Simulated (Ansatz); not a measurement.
# Al2O3: response to strain

The parent structure is Al₂O₃ in the corundum structure (space group R-3c, No. 167; a = 4.809 Å, c = 13.124 Å (hexagonal axes)).

Strains are applied to the cell and any free atomic positions relax.

Calculations: PBE/PAW in Ansatz (a first-principles code), spin-orbit coupling left out.

```
isotropic strain (%)  band gap (eV)
--------------------  -------------
-3                             7.00
-2.25                          6.70
-1.5                              ?
-0.75                          6.13
0                              5.85
```

Problem. Fit E_g = E₀ + Dε (ε in %) to the rows shown and predict the withheld row.

Solution. Least squares on the printed values gives E₀ = 5.85 eV, D = -383 meV per % of strain (largest residual 0.01 eV); this predicts 6.42 eV, and the run gives 6.41 eV, in agreement.

Whether these cells are dynamically stable was not tested.
